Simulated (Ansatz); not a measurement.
BN (space group P6_422, No. 181; a hypothetical phase, not in the database extracts checked)

```cif
data_B3N3
_chemical_formula_sum 'B3 N3'
_space_group_name_H-M_alt 'P6422'
_space_group_IT_number 181
_space_group_name_Hall 'P 64 2 (0 0 2)'
_cell_length_a 2.59522
_cell_length_b 2.59522
_cell_length_c 5.79673
_cell_angle_alpha 90.000
_cell_angle_beta 90.000
_cell_angle_gamma 120.000
loop_
_atom_site_label
_atom_site_type_symbol
_atom_site_symmetry_multiplicity
_atom_site_Wyckoff_symbol
_atom_site_fract_x
_atom_site_fract_y
_atom_site_fract_z
_atom_site_occupancy
B1 B 3 d 0.50000 0.00000 0.50000 1
N1 N 3 c 0.50000 0.00000 0.00000 1
```

Method: DFT with PBEsol, PAW potentials and a 420 eV plane-wave cutoff in Ansatz (a quantum-chemistry and plane-wave program), without spin-orbit coupling. Γ-centred 14×14×6 mesh, Fermi–Dirac width 0.05 eV.

```yaml
volume_per_atom: 5.64 Å³
density: 3.66 g/cm³
band_gap: "3.60 eV (uncertain: the edges found on the path are not clean extrema)"
total_energy: -266.013 eV/atom (σ→0; compares only within this code and set-up)
```

Gaps are read on the SCF mesh and a high-symmetry path. No phonon test of stability was made. The base started in P3_121 and relaxed to P6_422 at this level.
